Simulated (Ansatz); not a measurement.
NaF (model structure, started from the NiAs type, P6₃/mmc, No. 194, 4 atoms in the cell), treated with PBE0 (Ansatz, a quantum-chemistry and plane-wave program, PAW).

Run with plane-wave cutoff 460 eV, 9×9×4 k mesh (along the axes of the cell as run), Fermi–Dirac smearing 0.01 eV, scalar-relativistic PAW data made under PBE.

Cell (relaxed with PBEsol):

NaF is modelled in the hexagonal space group P6₃/mmc (No. 194), the NiAs type structure, Pearson symbol hP4. Conventional cell: a = 3.2015 Å, b = 3.2015 Å, c = 5.6139 Å, α = 90.00°, β = 90.00°, γ = 120.00°. Na on 2a sees 6 F at 2.321 Å (octahedral). F on 2c is coordinated by 6 Na at 2.321 Å (trigonal prismatic). (Neighbours: up to the widest gap in distance over summed covalent radii, below 1.35, at either atom; cation-cation and far metal-metal contacts left out.)

What does this level give for the band gap?


- band gap: 9.16 eV (on the SCF k mesh)

Note: the relaxation could raise the start's symmetry but not lower it, so the cell can be a saddle point; cell and atoms aren't relaxed at this level (pressure 0.2 GPa).

Computed values are for the static lattice.

A model structure was made by putting elements into a prototype or built by hand; it is no filed structure, need not be a known phase, and can be a saddle point held by its symmetry.
